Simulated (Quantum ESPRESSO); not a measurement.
Quantum ESPRESSO run on FePt (P4/mmm, 2 atoms in the cell): self-consistent single point.

Computed with LDA (PZ), GBRV 1.5 ultrasoft (LDA) pseudopotentials (plane waves; Quantum ESPRESSO 7.5).

```
FePt
1.0
    2.79374     0.00000     0.00000
    0.00000     2.79374     0.00000
    0.00000     0.00000     3.82743
Fe Pt
1 1
Direct
  0.00000   0.00000   0.00000
  0.50000   0.50000   0.50000
```
Moments meant for the start (each program seeds them in its own way; μB, in the order of the atoms Fe Pt): 4.0 1.0.

Reference input (self-consistent single point, DFT, PBE, plane waves, GBRV 1.5 ultrasoft (PBE) pseudopotentials): ecutwfc = 50 Ry; ecutrho = 400 Ry; occupations = smearing; smearing = fermi-dirac; degauss = 0.0099958 Ry; nspin = 2; potentials = {Fe: fe_pbe_v1.5.uspp.F.UPF, Pt: pt_pbe_v1.4.uspp.F.UPF}; K_POINTS = automatic 12 12 9 0 0 0; conv_thr = 1e-10 Ry; mixing_beta = 0.4. This run's input differs from it in these lines:

```diff
@@ -27,4 +27,4 @@
 ATOMIC_SPECIES
-Fe    55.8450  fe_pbe_v1.5.uspp.F.UPF
-Pt   195.0840  pt_pbe_v1.4.uspp.F.UPF
+Fe    55.8450  fe_lda_v1.5.uspp.F.UPF
+Pt   195.0840  pt_lda_v1.4.uspp.F.UPF
 ATOMIC_POSITIONS {crystal}
```

Log, with long lists cut:

```
     Self-consistent Calculation

     iteration #  1     ecut=    50.00 Ry     beta= 0.40

---- Real-time Memory Report at c_bands before calling an iterative solver
           165 MiB given to the printing process from OS
           135 MiB allocation reported by mallinfo(arena+hblkhd)
------------------

     negative rho (up, down):  8.977E-02 8.182E-02

     total energy              =    -457.72126467 Ry
     estimated scf accuracy    <       8.14020332 Ry

     total magnetization       =     1.67 Bohr mag/cell
     absolute magnetization    =     1.76 Bohr mag/cell

     iteration #  2     ecut=    50.00 Ry     beta= 0.40

   [... lines left out ...]

     total magnetization       =     3.38 Bohr mag/cell
     absolute magnetization    =     3.51 Bohr mag/cell

     iteration # 15     ecut=    50.00 Ry     beta= 0.40

---- Real-time Memory Report at c_bands before calling an iterative solver
           252 MiB given to the printing process from OS
           150 MiB allocation reported by mallinfo(arena+hblkhd)
------------------

     negative rho (up, down):  8.818E-02 8.477E-02

     Magnetic moment per site  (integrated on atomic sphere of radius R)
     atom   1 (R=0.406)  charge= 14.7620  magn=  3.0445
     atom   2 (R=0.406)  charge= 13.9556  magn=  0.3726
     End of self-consistent calculation

     the Fermi energy is    17.6987 ev

!    total energy              =    -461.11899054 Ry
     estimated scf accuracy    <          2.3E-12 Ry
     smearing contrib. (-TS)   =      -0.00782461 Ry
     internal energy E=F+TS    =    -461.11116593 Ry

     total magnetization       =     3.38 Bohr mag/cell
     absolute magnetization    =     3.51 Bohr mag/cell

     convergence has been achieved in  15 iterations

     negative rho (up, down):  8.818E-02 8.477E-02

     Forces acting on atoms (cartesian axes, Ry/au):

     atom    1 type  1   force =     0.00000000    0.00000000    0.00000000
     atom    2 type  2   force =     0.00000000    0.00000000    0.00000000

     Total force =     0.000000     Total SCF correction =     0.000000

     negative rho (up, down):  8.818E-02 8.477E-02
          total   stress  (Ry/bohr**3)                   (kbar)     P=     -244.25
  -0.00166944   0.00000000   0.00000000         -245.58        0.00        0.00
   0.00000000  -0.00166944   0.00000000            0.00     -245.58        0.00
   0.00000000   0.00000000  -0.00164233            0.00        0.00     -241.60

   JOB DONE.
```

The run converged in 15 iterations. Against the reference run the pressure goes from -10.58 to -24.43 GPa and the size of the net moment goes from 1.73 to 1.69 μB/atom.

The starting cell comes from a database of computed structures (which also holds hypothetical and non-ambient phases and stackings), without a prior relaxation at this level. Its lattice was rescaled by a random factor within 2.5 % of one. The magnetic order is the one reached from the typed start; others were not searched systematically. With a pressure of about -24 GPa the cell is away from its equilibrium volume at this level.

Cost on one core of a shared machine: roughly 2 min.
